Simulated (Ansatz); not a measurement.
**How far to go with shifted k-point meshes: LiNbF6 (R3, 8 atoms in the cell)**

```
CELL_PARAMETERS angstrom
      2.57010     1.48385     4.57979
     -2.57010     1.48385     4.57979
      0.00000    -2.96770     4.57979
ATOMIC_POSITIONS crystal
  Li 0.50364 0.50364 0.50364
  Nb 0.00000 0.00000 0.00000
  F  0.12815 0.75325 0.36355
  F  0.87185 0.24675 0.63645
  F  0.36355 0.12815 0.75325
  F  0.63645 0.87185 0.24675
  F  0.75325 0.36355 0.12815
  F  0.24675 0.63645 0.87185
```

Method: LDA (PW92), default PAW files made with PBE (plane waves; Ansatz, an electronic-structure program).

Base settings: basis.ecutwfc = 420 eV; kpoints.mp_grid.grid = 6 6 6; hamiltonian.xc = lda; hamiltonian.pseudopotentials = {kind: paw} (the program's default PAW files); scf.occupations.method = fixed.

In this ladder: kpoints.mp_grid.shift = 0.5 0.5 0.5.

Shifted meshes do not hold Γ, so a gap read on them misses any band edge there.

Only quantities that move along the ladder and can be compared are tabulated.

The count of work is k-points × plane waves × bands × iterations; it is no time. Core times come from one kind of shared machine, to one figure; runs under 30 s give none.

The starting cell comes from a database of computed structures (which also holds hypothetical and non-ambient phases and stackings), without a prior relaxation at this level. Its lattice was rescaled by up to half a per cent. One atom was moved a little off its site on purpose. In the base run, with a pressure of about -9 GPa the cell is away from its equilibrium volume at this level. In the base run, forces exceed 1 eV/Å.

```tsv
kpoints.mp_grid.grid	largest difference of a force vector from the last step's (eV/Å)	gap on the mesh (eV)	count of work / last	core time / last (rough)
2 2 2	0.011	5.258	0.0024	–
3 3 3	0.000	5.245	0.0073	–
4 4 4	0.000	5.207	0.015	–
5 5 5	0.000	5.210	0.028	–
6 6 6	0.000	5.195	0.046	–
7 7 7	0.000	5.199	0.073	–
8 8 8	0.000	5.191	0.11	0.09
9 9 9	0.000	5.191	0.15	0.1
10 10 10	0.000	5.186	0.21	0.2
11 11 11	0.000	5.188	0.27	0.3
12 12 12	0.000	5.186	0.35	0.4
14 14 14	0.000	5.186	0.56	0.5
15 15 15	0.000	5.187	0.69	0.7
17 17 17	0.000	5.186	1.0	1
```

Coarsest kpoints.mp_grid.grid that holds the forces within 0.005 eV/Å of the last step, with all finer ones: 3 3 3, at 0.0073 of the last step's count of work; the step before is off by 0.011 eV/Å.

Keys are those of Ansatz 0.2.
